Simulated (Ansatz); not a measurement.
Defect migration in fcc Al: interstitial C, neutral cell. The step: a direct jump of one C atom; the atom moves 1.74 Å along (-0.25, 0.25, 0.25) of the unit cell; the moving atom starts with neighbours 6 Al at 2.09 Å and ends with 4 Al at 1.93 Å. DFT values are from Ansatz (plane-wave PAW, 420 eV unless said) in a cell of 32 host sites, spin-restricted, static, with no finite-size correction. Sites that were not tried may lie lower. For the PBE band: the saddle point's order was not checked, and it lies on a symmetry element of the cell, where a band can be held.

| Level | Forward barrier (eV) | Cost of the band or of the saddle's single point |
|---|---|---|
| CHGNet universal potential (has no charge state), its own band | 0.41 | - |
| PBE, a 3×3×3 k-point mesh shifted by half a step, band relaxed | 0.66 | about 15 core-minutes (a rough figure) |
| PBE, a 5×5×5 k-point mesh shifted by half a step, same geometries | 0.66 | about 2.6 core-minutes (a rough figure) |
| r2SCAN at 500 eV, a 3×3×3 k-point mesh shifted by half a step, same geometries | 0.72 | about 80 core-seconds (a rough figure) |

Ansatz is a first-principles code.
